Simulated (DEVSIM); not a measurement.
System: abrupt Si n-p junction, at 300 K.

Layer 1 from the left is Si, thickness (μm) 4.80, Nd (cm⁻³) 2.2e16, τn (s) 1.1e-6, τp (s) 1.1e-6. Layer 2 from the left is Si, thickness (μm) 0.520, Na (cm⁻³) 4.2e16, τn (s) 1.1e-6, τp (s) 1.1e-6.

Left contact: ohmic. Right contact: ohmic. Voltage is applied to the left contact. Recombination: SRH at mid-gap, Auger. Mobility is constant in doping.

Constants are typed, rounded textbook-type inputs, not results; the design itself was drawn at random and stands for no fabricated device. Values at 300 K.

Si: gap (eV) 1.124, affinity (eV) 4.05, permittivity 11.7, Nc (cm⁻³) 2.86e19, Nv (cm⁻³) 3.1e19, μn (cm²/Vs) 1417, μp (cm²/Vs) 470, Cn (cm⁶/s) 2.8e-31, Cp (cm⁶/s) 9.9e-32.

Task: Estimate by hand the built-in potential, the peak field at zero bias, the capacitance at 1.5 V, and compare with a numerical solution.

Result: 
- Built-in potential: ni = √(Nc Nv) exp(−Eg/2kT) = 1.08e10 cm⁻³ with Eg = 1.124 eV; Vbi = kT/q ln(Na Nd/ni²) = 0.768 V; numerical 0.768 V.
- Peak field at zero bias: depletion approximation: W = √(2εVbi/(qN)) = 0.262 μm with N = 1.44e16 cm⁻³; field = 2Vbi/W = 58600 V/cm; numerical 56600 V/cm (estimate above by 3.5 %).
- Capacitance at 1.5 V: C = √(qεN / 2(Vbi + |V|)) = 23.0 nF/cm²; numerical 23.3 nF/cm² (estimate below by 1.2 %).

Model (solved in DEVSIM): 1D drift-diffusion, Boltzmann statistics, complete ionisation; no tunnelling, impact ionisation, image-force lowering or self-heating.
